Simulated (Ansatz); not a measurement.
**What uniaxial strain ε_zz = −0.50 % does to Al2Au**

The reference is Al₂Au (space group Fm-3m, No. 225; a = 6.003 Å; relaxed with 0.1 eV smearing). Axes: x, y, z lie along the cube axes.

It is then changed as follows: the cell is compressed by 0.50 % along z with no lateral relaxation, atoms relaxed at fixed cell.

All numbers come from PBEsol (Ansatz, a first-principles code; PAW; 420 eV plane waves; without spin-orbit coupling). Γ-centred 17×17×17 mesh, Fermi–Dirac width 0.1 eV.

```json
[
 {"quantity": "volume per atom", "base": "18.03 Å³", "changed": "17.94 Å³", "shift": "-0.09 Å³"},
 {"quantity": "space group", "base": "Fm-3m (No. 225)", "changed": "I4/mmm (No. 139)", "shift": "–"},
 {"quantity": "shortest interatomic distance", "base": "259.9 pm", "changed": "259.5 pm", "shift": "-0.4 pm"},
 {"quantity": "energy relative to the base (free energy F)", "base": "0 meV/atom", "changed": "+0.2 meV/atom", "shift": "+0.2 meV/atom"},
 {"quantity": "pressure (mean of the normal stresses, compression positive)", "base": "0.0 GPa", "changed": "0.6 GPa", "shift": "+0.6 GPa"},
 {"quantity": "band gap", "base": "zero", "changed": "zero", "shift": "–"},
 {"quantity": "stress (xx, yy, zz, yz, xz, xy; compression positive)", "base": "–", "changed": "(0.5, 0.5, 0.8, 0.0, 0.0, 0.0) GPa", "shift": "–"}
]
```

Final structure:

```yaml
crystal:
  lattice:
    - [0.00000, 3.00158, 2.98658]
    - [3.00158, 0.00000, 2.98658]
    - [3.00158, 3.00158, 0.00000]
  atoms:
    - { symbol: Al, position: [0.25000, 0.25000, 0.25000] }
    - { symbol: Al, position: [0.75000, 0.75000, 0.75000] }
    - { symbol: Au, position: [0.00000, 0.00000, 0.00000] }
```

Stability against distortions was not tested.
